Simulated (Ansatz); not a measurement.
The starting structures come from a database of crystals and need not be the phases stable at ambient conditions.

Tunnelling through a barrier is set by its complex band structure: the current falls as exp(−2κd) with the smallest κ.

```xyz
20
Lattice="6.0916 0.0000 0.0000 0.0000 6.1504 0.0000 0.0000 0.0777 8.6096" Properties=species:S:1:pos:R:3 pbc="T T T"
Ba     2.9900     3.1677     6.4716
Ba     3.1016     3.0603     2.1380
Ba     6.0358     6.1744     6.4428
Ba     0.0558     0.0537     2.1668
La     0.0000     3.1140     4.3048
La     3.0458     0.0000     0.0000
Ta     3.0458     0.0389     4.3048
Ta     0.0000     3.0752     0.0000
O      0.0351     2.7211     6.6574
O      6.0564     3.5070     1.9521
O      3.0809     0.4706     6.2569
O      3.0106     5.7574     2.3527
O      1.5661     4.8800     4.6214
O      4.5254     1.3481     3.9882
O      4.6119     4.4621     8.2930
O      1.4796     1.7660     0.3166
O      4.3760     4.7306     4.6167
O      1.7156     1.4974     3.9929
O      1.3302     4.6115     8.2976
O      4.7614     1.6166     0.3119
```

Space group of this cell: P2_1/c. The cell is taken as given; by r2SCAN its mean pressure is 0.7 GPa.

Transport runs along the normal of the first two printed cell vectors.

The gap is the functional's own. No spin-orbit coupling. Mid-gap values are interpolated on the energy grid.

Predict the band gap and the smallest decay constant κ at mid-gap from r2SCAN (Ansatz, a program for electronic structure).

Gap 4.16 eV on a 6×6×4 mesh; κ = 0.319 1/Å, at the zone centre.
